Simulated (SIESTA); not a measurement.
# A self-consistent single point of CaAu₂ (Imma, 6 atoms in the cell) with SIESTA

Level of theory: SIESTA with GGA PBEsol, numerical atomic orbitals DZP, PseudoDojo PBEsol standard norm-conserving potentials (rewritten from UPF to PSML).

The input file:

```
# files in the folder: Ca.psml Au.psml (PseudoDojo PBEsol standard)
SystemName  CaAu2
SystemLabel siesta

NumberOfAtoms                6
NumberOfSpecies              2
%block ChemicalSpeciesLabel
  1 20 Ca
  2 79 Au
%endblock ChemicalSpeciesLabel
LatticeConstant              1.0 Ang
%block LatticeVectors
    -2.254734000    3.487906000    4.087444000
     2.254734000   -3.487906000    4.087444000
     2.254734000    3.487906000   -4.087444000
%endblock LatticeVectors
AtomicCoordinatesFormat      Ang
%block AtomicCoordinatesAndAtomicSpecies
     0.000000000    1.743953000    3.741646238  1
     2.254734000    1.743953000    0.345797762  1
     2.254734000   -0.273800621    2.778644431  2
    -0.000000000    3.761706621    1.308799569  2
    -0.000000000    0.273800621    6.866088431  2
     2.254734000    3.214105379   -2.778644431  2
%endblock AtomicCoordinatesAndAtomicSpecies

XC.functional                GGA
XC.authors                   PBEsol
PAO.BasisSize                DZP
PAO.EnergyShift              0.005 Ry
MeshCutoff                   350 Ry
%block kgrid.MonkhorstPack
    5   0   0  0.0
    0   5   0  0.0
    0   0   5  0.0
%endblock kgrid.MonkhorstPack
OccupationFunction           MP
OccupationMPOrder            0
ElectronicTemperature        1160.45 K

MaxSCFIterations             150
SCF.Mixer.Method             Pulay
SCF.Mixer.Weight             0.25
SCF.Mixer.History            6
SCF.DM.Tolerance             1.0E-04
Diag.ParallelOverK           true
WriteForces                  true
```

Output, abridged:

```
reinit: Reading from file input.fdf

reinit: System Name: CaAu2
reinit: System Label: siesta

coor:   Atomic-coordinates input format  =     Cartesian coordinates
coor:                                          (in Angstroms)

siesta: Atomic coordinates (Bohr) and species
siesta:      0.00000   3.29559   7.07069  1        1
siesta:      4.26083   3.29559   0.65346  1        2
siesta:      4.26083  -0.51741   5.25088  2        3
siesta:     -0.00000   7.10860   2.47327  2        4
siesta:     -0.00000   0.51741  12.97503  2        5
siesta:      4.26083   6.07378  -5.25088  2        6

siesta: System type = bulk

initatomlists: Number of atoms, orbitals, and projectors:      6    94   136

siesta: ******************** Simulation parameters ****************************
redata: Spin configuration                          = none
redata: Time-Reversal Symmetry                      = T
redata: Number of Atomic Species                    =        2
redata: Mesh Cutoff                                 =   350.0000 Ry
redata: Net charge of the system                    =     0.0000 |e|
redata: Min. number of SCF Iter                     =        0
redata: Max. number of SCF Iter                     =      150
redata: SCF convergence failure will abort job
redata: SCF mix quantity                            = Hamiltonian
redata: Mix DM or H after convergence               =   F
redata: Recompute H after scf cycle                 =   F
redata: Mix DM in first SCF step                    =   T
redata: No kicks to SCF
redata: DM Mixing Weight for Kicks                  =     0.5000
redata: Require Harris convergence for SCF          =   F
redata: Harris energy tolerance for SCF             =     0.000100 eV
redata: Require DM convergence for SCF              =   T
redata: DM tolerance for SCF                        =     0.000100
redata: Require EDM convergence for SCF             =   F
redata: EDM tolerance for SCF                       =     0.001000 eV
redata: Require H convergence for SCF               =   T
redata: Hamiltonian tolerance for SCF               =     0.001000 eV
redata: Require (free) Energy convergence for SCF   =   F
redata: (free) Energy tolerance for SCF             =     0.000100 eV
redata: Using DFT-D3 dispersion                     =   F
redata: Using Saved Data (generic)                  =   F
redata: Method of Calculation                       = Diagonalization
redata: Electronic Temperature                      =  1160.4500 K
redata: Number of TDED substeps                     =        3
redata: Dynamics option                             = Single-point calculation
redata: Save all siesta data in one NC              =   F
redata: ***********************************************************************

%block SCF.Mixers
  Pulay
%endblock SCF.Mixers

%block SCF.Mixer.Pulay
  # Mixing method
  method pulay
  variant stable

  # Mixing options
  weight 0.2500
  weight.linear 0.2500
  history 6
%endblock SCF.Mixer.Pulay

DM_history_depth set to one: no extrapolation allowed by default for geometry relaxation
Size of DM history Fstack: 1
Total number of electrons:    96.000000
Total ionic charge:    96.000000

* ProcessorY, Blocksize:    1  64

* Orbital distribution balance (max,min):    94    94

 Kpoints in:           75 . Kpoints trimmed:           63

siesta: k-grid: Number of k-points = 63
siesta: k-points from Monkhorst-Pack grid
siesta: k-cutoff (effective) =    11.274 Ang
siesta: k-point supercell and displacements
siesta: k-grid:     5     0     0      0.000
siesta: k-grid:     0     5     0      0.000
siesta: k-grid:     0     0     5      0.000

diag: Algorithm                                     = D&C
diag: Parallel over k                               =   F
diag: Use parallel 2D distribution                  =   F
diag: Parallel block-size                           = 64
diag: Parallel distribution                         =     1 x     1
diag: Used triangular part                          = Lower
diag: Absolute tolerance                            =  0.100E-15
diag: Orthogonalization factor                      =  0.100E-05
diag: Memory factor                                 =  1.0000

superc: Internal auxiliary supercell:     5 x     5 x     7  =     175
superc: Number of atoms, orbitals, and projectors:   1050  16450  23800

                        Single-point calculation

superc: Internal auxiliary supercell:     5 x     5 x     7  =     175
superc: Number of atoms, orbitals, and projectors:   1050  16450  23800

outcell: Unit cell vectors (Ang):
       -2.254734    3.487906    4.087444
        2.254734   -3.487906    4.087444
        2.254734    3.487906   -4.087444

outcell: Cell vector modules (Ang)   :    5.827222    5.827222    5.827222
outcell: Cell angles (23,13,12) (deg):    134.4726    106.4672     90.9148
outcell: Cell volume (Ang**3)        :    128.5795
new_DM -- step:     1
Initializing Density Matrix...

Attempting to read DM from file... Failed...
DM filled with atomic data:

InitMesh: MESH = 80 x 60 x 60 = 288000
InitMesh: Mesh cutoff (required, used) =   350.000   353.345 Ry

stepf: Methfessel-Paxton step function
       Using Hermite-Gauss polynomials of order  0

        iscf     Eharris(eV)        E_KS(eV)     FreeEng(eV)     dDmax    Ef(eV) dHmax(eV)
   scf:    1   -18047.128396   -18123.226421   -18123.244963  3.444887 -2.045375 15.790718
   scf:    2   -18157.757765   -18145.907545   -18145.914823  1.227437 -3.132062  3.103219
   scf:    3   -18147.199339   -18146.725719   -18146.732557  0.161351 -3.309621  0.975316
   scf:    4   -18146.789157   -18146.776401   -18146.783978  0.058270 -3.360729  0.409820
   scf:    5   -18146.776832   -18146.781874   -18146.789344  0.021852 -3.336977  0.180140
   scf:    6   -18146.784560   -18146.784549   -18146.792016  0.011646 -3.353667  0.034892
   scf:    7   -18146.784741   -18146.784661   -18146.792131  0.001850 -3.354293  0.014995
   scf:    8   -18146.784683   -18146.784684   -18146.792151  0.001454 -3.353939  0.004835
   scf:    9   -18146.784688   -18146.784687   -18146.792154  0.000300 -3.354214  0.000051
   scf:   10   -18146.784687   -18146.784687   -18146.792154  0.000006 -3.354219  0.000031

SCF Convergence by DM+H criterion
max |DM_out - DM_in|         :     0.0000061451
max |H_out - H_in|      (eV) :     0.0000305457
SCF cycle converged after 10 iterations

Using DM_out to compute the final energy and forces

siesta: E_KS(eV) =           -18146.7847

siesta: E_KS - E_eggbox =    -18146.7847

siesta: Atomic forces (eV/Ang):
     1   -0.000078    0.000061    0.112247
     2    0.000078   -0.000061   -0.112247
     3   -0.001077   -0.310343   -0.151673
     4    0.001077    0.310343    0.151673
     5   -0.000089    0.313491   -0.152006
     6    0.000089   -0.313491    0.152006
   Tot    0.000000   -0.000000    0.000000
   Max    0.313491
   Res    0.167763    sqrt( Sum f_i^2 / 3N )
   Max    0.313491    constrained

Stress tensor Voigt[x,y,z,yz,xz,xy] (kbar):      -64.78      -55.25      -52.79        0.09        0.06        0.03
(Free)E + p*V (eV/cell)   -18142.1689
Target enthalpy (eV/cell)   -18146.7922

siesta: Program's energy decomposition (eV):
siesta: Ebs     =     -3207.324904
siesta: Eions   =     23621.775318
siesta: Ena     =      2679.912342
siesta: Ekin    =      5324.001421
siesta: Enl     =       439.971339
siesta: Eso     =         0.000000
siesta: Edftu   =         0.000000
siesta: DEna    =       153.744163
siesta: DUscf   =         4.850764
siesta: DUext   =         0.000000
siesta: Ex      =     -2923.442132
siesta: Ec      =      -204.047266
siesta: Exc     =     -3127.489397
siesta: Eharris =    -18146.784687
siesta: Etot    =    -18146.784687
siesta: FreeEng =    -18146.792154

siesta: Atomic forces (eV/Ang):
siesta:      1   -0.000078    0.000061    0.112247
siesta:      2    0.000078   -0.000061   -0.112247
siesta:      3   -0.001077   -0.310343   -0.151673
siesta:      4    0.001077    0.310343    0.151673
siesta:      5   -0.000089    0.313491   -0.152006
siesta:      6    0.000089   -0.313491    0.152006
siesta: ----------------------------------------
siesta:    Tot    0.000000   -0.000000    0.000000

siesta: Stress tensor (static) (eV/Ang**3):
siesta:    -0.040435    0.000016    0.000039
siesta:     0.000016   -0.034485    0.000055
siesta:     0.000039    0.000055   -0.032948

siesta: Cell volume =        128.579547 Ang**3

siesta: Pressure (static):
siesta:                Solid            Molecule  Units
siesta:           0.00039161          0.00041926  Ry/Bohr**3
siesta:           0.03595601          0.03849462  eV/Ang**3
siesta:          57.60787828         61.67517926  kBar
```

The run converged in 10 iterations.

The starting cell comes from a database of computed structures (which also holds hypothetical and non-ambient phases and stackings), without a prior relaxation at this level. Its lattice was rescaled by a random factor within 2.5 % of one. Values carry the incompleteness of an atom-centred basis. With a pressure of about 6 GPa the cell is away from its equilibrium volume at this level.

Cost on one core of a shared machine: roughly 60 s.
